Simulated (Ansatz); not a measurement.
AlN: Al on a N site (antisite)

The reference is a 32-atom supercell of AlN in the wurtzite structure (space group P6_3mc, No. 186; a = 3.114 Å, c = 4.983 Å) at its relaxed geometry.

Perturbation: a neutral Al on a N site (antisite), atoms relaxed at fixed cell, starting from a slightly rattled geometry.

The values are results of PBEsol/PAW in Ansatz (a quantum-chemistry and plane-wave program), scalar-relativistic without spin-orbit coupling, earlier PAW set, not measurements. k-mesh 5×5×5 (Γ-centred); smearing 0.01 eV (Fermi–Dirac).

```csv
quantity,base,changed,shift
pressure,0.0 GPa,10.8 GPa,+10.8 GPa
gap of the supercell,4.10 eV,zero,–
total moment of the cell,–,0.8 μB,–
largest displacement of a host atom from its site in the perfect cell,–,0.67 Å,–
shift of the substituted atom off its lattice site,–,0.33 Å,–
```

Other magnetic orders, which the real material may have, were not ruled out. In so small a cell the defect repeats every few ångströms: this is an ordered compound, not a dilute defect. A case with no gap was solved on a k-mesh chosen for an insulator, which is coarse for it. The defect cell is spin-polarised and ends with 0.8 μB, a fractional moment that hangs on the mesh and smearing.
